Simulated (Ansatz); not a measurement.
Input:

End structure of a constructed model of the (111) surface of fcc Ir, a layer of Sn in place of the third plane (bottom of the slab: a bare face, its two planes held):

```
CELL_PARAMETERS angstrom
      2.73720     0.00000     0.00000
     -1.36860     2.37048     0.00000
      0.00000     0.00000    27.50000
ATOMIC_POSITIONS crystal
  Ir 0.33333 0.66667 0.29726
  Ir 0.66667 0.33333 0.37853
  Ir 0.00000 0.00000 0.45928
  Sn 0.33333 0.66667 0.54778
  Ir 0.66667 0.33333 0.63523
  Ir 0.00000 0.00000 0.71513
```

Slab: 6 atoms, 11.2 Å thick at the start with caps and adatoms (thin: gaps and levels are the slab's own); k 16x16x1, smearing 0.1 eV, dipole-corrected; 2 atoms held, the rest relaxed; symmetry of the start imposed; no spin, no spin-orbit, no U. In PBE it lies 0.17 eV a 1x1 cell over the lowest computed structure of the same composition (a layer of Sn in place of the second plane).

**Question.** What work function of the top face does PBE in Ansatz (a quantum-chemistry and plane-wave program) give?

**Answer.** 5.73 eV
